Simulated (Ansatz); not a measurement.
Consider ZrB2 (space group P6/mmm, No. 191; a = 3.171 Å, c = 3.542 Å; relaxed with 0.1 eV smearing).

The values are results of Ansatz (a first-principles code) PBE, no spin-orbit coupling, not measurements.

Before the change:

The pressure comes out as 0.0 GPa. The band gap is zero.

Perturbation: the cell is scaled by 1.0050 in all directions; the atoms relax in the strained cell.

Q: What does the calculation give for the pressure, energy relative to the base and band gap after the change?

A: The pressure (mean of the normal stresses, compression positive) goes from zero to -3.5 GPa; the energy grows by 1.7 meV/atom; the band gap is still zero.

No phonon test of stability was made. All final runs are without spin polarisation.
